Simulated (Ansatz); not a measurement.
Effect of pressure 4.2 GPa on SnS2

The parent structure is SnS2 in the CdI2 type structure (space group P-3m1, No. 164; a = 3.669 Å, c = 5.806 Å; layered, stacked along the Cartesian z axis).

The change: a hydrostatic pressure of 4.2 GPa.

Level of theory: PBE-D3(BJ) (Ansatz, a first-principles code; PAW; 420 eV plane waves; without spin-orbit coupling). Γ-centred 10×10×6 mesh, Fermi–Dirac width 0.05 eV.

The density goes up by 0.462 g/cm³ to 4.95 g/cm³ and the lattice parameter a falls by 4.8 pm, from 366.9 pm to 362.1 pm. The c/a ratio drops by 0.0897 to 1.493 and the shortest interatomic distance falls by 2.5 pm, from 258.3 pm to 255.8 pm. The enthalpy H = E + PV relative to the base's energy is +0.56 eV/atom and the band gap decreases by 0.43 eV (1.27 eV → 0.84 eV). The gap character remains indirect, K–Γ (87 % along) → k = (0, 0.400, 1/3) in the run's primitive reciprocal basis and the smallest direct gap falls by 0.19 eV (1.70 eV → 1.51 eV). The mean gap deformation potential ΔEg/Δln V is +4.4 eV and the width of the top valence band increases by 0.93 eV to 2.51 eV.

Cost of the whole job for the changed cell (relaxation, final SCF and bands): roughly 50 core-seconds.

Load acts through the strain it causes; cell and atoms are relaxed under it. Whether these cells are dynamically stable was not tested.
